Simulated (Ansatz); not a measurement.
The reference is WSi$_{2}$ (space group I4/mmm, No. 139; a = 3.2292 Å, c = 7.8672 Å).

Computed with plane-wave PAW DFT at the PBE level (Ansatz, a program for electronic structure, 420 eV), no spin-orbit coupling.

Before the change:

The lattice parameter a is 3.229 Å and the c/a ratio is 2.436.

Now apply this change: a hydrostatic pressure of 18 GPa.

Task: What does the calculation give for the lattice parameter a and c/a ratio after the change?

Result: The lattice parameter a falls by 0.081 Å, from 3.229 Å to 3.148 Å; the c/a ratio increases by 0.013 (2.436 → 2.449).

Load acts through the strain it causes; cell and atoms are relaxed under it. Whether these cells are dynamically stable was not tested. Competing high-pressure phases were not computed. The final runs are not spin-polarised.
